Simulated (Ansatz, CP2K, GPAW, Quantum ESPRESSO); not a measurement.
**Code comparison for CoGe (P2_13, 8 atoms in the cell)**

Self-consistent single point.

```xyz
8
Lattice="4.5795 0.0000 0.0000 0.0000 4.5795 0.0000 0.0000 0.0000 4.5795" Properties=species:S:1:pos:R:3 pbc="T T T"
Co     0.6266     0.6266     0.6266
Co     1.6631     3.9529     2.9163
Co     2.9163     1.6631     3.9529
Co     3.9529     2.9163     1.6631
Ge     3.8459     3.8459     3.8459
Ge     3.0233     0.7336     1.5561
Ge     1.5561     3.0233     0.7336
Ge     0.7336     1.5561     3.0233
```

All programs got the same cell, k-point mesh and kind of occupations (in Ansatz's words: kpoints.mp_grid.grid = 5 5 5; scf.occupations.method = gaussian; scf.occupations.width = 0.1 eV); potentials, basis and cutoffs are each program's usual ones.

| code | model | pressure (GPa) | largest force (eV/Å) | k-points | cutoff |
|---|---|---|---|---|---|
| GPAW | PBEsol, GPAW PAW datasets PBEsol (made by gpaw-setup) | -0.35 | 0.063 | 11 | 850 eV |
| CP2K | PBEsol, GPW, DZVP-MOLOPT-SR-GTH basis, GTH-PBE potentials (GTH_POTENTIALS) | 2.93 | 0.104 | 63 | grid 600 Ry |
| Quantum ESPRESSO | PBEsol, PSlibrary PAW (PBE) pseudopotentials | 0.71 | 0.109 | 11 | 50 Ry |
| Ansatz | PBEsol, default PAW files made with PBE | -1.35 | 0.033 | 11 | 420 eV |

Size of the force on each atom (eV/Å): Sizes of forces hide their directions.

```
code                Co1    Co2    Co3    Co4    Ge5    Ge6    Ge7    Ge8
----------------  -----  -----  -----  -----  -----  -----  -----  -----
GPAW              0.063  0.063  0.063  0.063  0.014  0.014  0.014  0.014
CP2K              0.104  0.104  0.104  0.104  0.066  0.066  0.066  0.066
Quantum ESPRESSO  0.109  0.109  0.109  0.109  0.041  0.041  0.041  0.041
Ansatz            0.033  0.033  0.033  0.033  0.002  0.002  0.002  0.002
```

The spread over the programs that give each value: pressure within 4.28 GPa; largest force within 0.076 eV/Å.

The starting cell comes from a database of computed structures (which also holds hypothetical and non-ambient phases and stackings), without a prior relaxation at this level. On Ansatz's run: Spin polarisation is off.

Question: Why do the programs differ, and what cannot be compared?

Answer: Differences of this kind can come from the potentials, where these differ, and from what each basis and cutoff leave unconverged. The valence holds different numbers of electrons (GPAW 52, CP2K 84, Quantum ESPRESSO 52, Ansatz (a program for electronic structure) 124). The zero of total energies and Fermi levels follows the potentials and each program's conventions, so they are not compared here. CP2K uses small atom-centred bases, whose incompleteness enters pressures, forces and empty levels differently from a plane-wave cutoff. Ansatz's pressure is given at a fixed set of plane waves, as the other plane-wave codes print theirs; with its correction for the finite basis it is -1.24 GPa. The programs reduce the same mesh by symmetry to different extents, which changes the work and not the result.

Left out of this page: ABINIT (stopped by limits of time or memory); Elk and FLEUR (not drawn, or without a comparable value).

Keys are those of Ansatz 0.2.
